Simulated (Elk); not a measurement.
Elk run on a sheet of HfS₂ (3 atoms in the cell): self-consistent single point.

Method of the run: PBE, spin-orbit coupling in second variation, all-electron FP-LAPW, Elk's shipped species files, default APW+lo basis (Elk).

```xyz
3
Lattice="3.6051 0.0000 0.0000 -1.8026 3.1221 0.0000 0.0000 0.0000 16.9379" Properties=species:S:1:pos:R:3 pbc="T T T"
Hf     0.0000     0.0000     8.4690
S      0.0000     2.0814     9.9379
S      1.8026     1.0407     7.0000
```

Reference input (self-consistent single point, DFT, PBE, all-electron FP-LAPW, Elk's shipped species files, default APW+lo basis): xctype = 20; swidth = 0.00367493 Ha; ngridk = 11 11 1; rmtscf = 0.9; maxscl = 100. This run's input differs from it in these lines:

```diff
@@ -6,4 +6,13 @@
 
+spinorb
+  .true.
+
 rmtscf
   0.9
+
+lmaxi
+  3
+
+nempty
+  10
```

The program printed (abridged):

```
│ Self-consistent loop started │
│ Loop number : 1 │
 total energy                :     -15886.0551972
 total moment                :  -0.3100321085E-19 -0.2823046549E-19  0.7422674978E-22
│ Loop number : 2 │
 total energy                :     -15886.6067143
 total moment                :   0.9493799962E-18  0.1645930069E-17  0.4414938391E-23
RMS change in Kohn-Sham potential (target) :   0.2143210688     (  0.1000000000E-05)
Absolute change in total energy (target)   :   0.5515171000     (  0.1000000000E-03)
│ Loop number : 3 │
 total energy                :     -15886.3272056
   [... lines left out ...]
 total energy                :     -15896.6066232
 total moment                :   0.1413569311E-15  0.2445401951E-15 -0.9931177814E-22
RMS change in Kohn-Sham potential (target) :   0.1024097840E-05 (  0.1000000000E-05)
Absolute change in total energy (target)   :   0.8094452951E-03 (  0.1000000000E-03)
│ Loop number : 16 │
 total energy                :     -15896.6065073
 total moment                :   0.1414683621E-15  0.2445004543E-15  0.9388857524E-22
RMS change in Kohn-Sham potential (target) :   0.4808310668E-06 (  0.1000000000E-05)
Absolute change in total energy (target)   :   0.8645111666E-04 (  0.1000000000E-03)
Convergence targets achieved

│ Loop number : 17 │

Energies :
 Fermi                       :    -0.684285388415E-01
 xc effective B-field        :    -0.100863494703E-07
 external B-field            :      0.00000000000
 total energy                :     -15896.6064125
 (external B-field energy excluded from total)

Density of states at Fermi energy :   0.1821738677
 (states/Hartree/unit cell)

Estimated indirect band gap :   0.3844504494E-01
 from k-point      1 to k-point      6
Estimated direct band gap   :   0.6954675506E-01
 at k-point      1

Charges :
 core                        :    66.00000000
 valence                     :    38.00000000
 interstitial                :    6.598335888
 muffin-tins (core leakage)
  species :    1 (Hf)
   atom    1                 :    69.65835575     (  0.2839973739E-05)
   [... lines left out ...]
  species :    2 (S)
   atom    1                 :   0.1050441671E-18 -0.4092779069E-19   0.000000000
   atom    2                 :   0.1050441671E-18 -0.4092779069E-19   0.000000000
 total in muffin-tins        :   0.2100522051E-18 -0.8188559435E-19  0.1761093442E-21
 total moment                :   0.1416768165E-15  0.2445009569E-15  0.2309142816E-21

│ Self-consistent loop stopped │
```

The run converged in 17 iterations. The count includes the last loop, which Elk runs after its targets are met. Against the reference run the gap on the mesh goes from 1.124 to 1.046 eV.

The starting cell was generated: these elements placed on a structure prototype, without a prior relaxation; it need not be a known phase or ordering of this composition. Its lattice was rescaled in the plane by a random factor within 2.5 % of one. Values depend on the basis (sphere radii, cutoffs, local orbitals), which need not be converged.

Cost on one core of a shared machine: roughly 3 min.
